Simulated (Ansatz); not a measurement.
Formation energy of the bound charge states of O on the P site (O_P) in zinc-blende AlP (start: the P site; 64-site cell, 2×2×2 shifted sampling) against the Fermi level, Al-rich (Δμ(P) = -1.26 eV, Δμ(O) = -4.96 eV, bounded by corundum; only phases computed here count, gases as isolated molecules at 0 K). These are PBE, PAW (plane waves to 420 eV; Ansatz, a first-principles code) values and carry that method's errors.

Cell and caveats: 64-site cell; 2×2×2 shifted k-points; host gap 1.63 eV; charged states image-corrected; energies good to tenths of an eV; flagged in the runs: a strain field that reaches the edge of the cell.

```tsv
E_F − E_VBM (eV)	q = +1	q = 0	q = −1
0.00	1.27	2.62	4.15
0.20	1.48	2.62	3.95
0.41	1.68	2.62	3.74
0.61	1.89	2.62	3.54
0.82	2.09	2.62	3.33
1.02	2.30	2.62	3.13
1.22	2.50	2.62	2.93
1.43	2.70	2.62	2.72
1.63	2.91	2.62	2.52
```

Crossings of the lowest lines: (+1/0) at 1.34 eV; (0/−1) at 1.53 eV.
